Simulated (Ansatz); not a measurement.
Take HgTe in the zinc blende structure (space group F-43m, No. 216; a = 6.5098 Å) as the base. Axes: x, y, z lie along the cube axes.

Calculations: PBEsol (Ansatz, a quantum-chemistry and plane-wave program; PAW; 420 eV plane waves; without spin-orbit coupling).

Now apply this change: an isotropic linear strain of −2.00 %; the atoms relax in the strained cell.

Question: Predict the stress tensor and what it implies for the stiffness.

Answer: Stress of the strained cell less that of the base (GPa, compression positive):
```
    3.0     0.0     0.0
    0.0     3.0     0.0
    0.0     0.0     3.0
```

Then B = −ΔP/(ΔV/V₀) with ΔV/V₀ = -0.0588 gives secant stiffness values (nonlinear terms included at this strain): B ≈ 51 GPa.

As a check, the harmonic strain energy −½ V₀ Δσ:ε is 19 meV/atom; the computed energy rise is 18 meV/atom.

No phonon test of stability was made. The final runs are not spin-polarised.
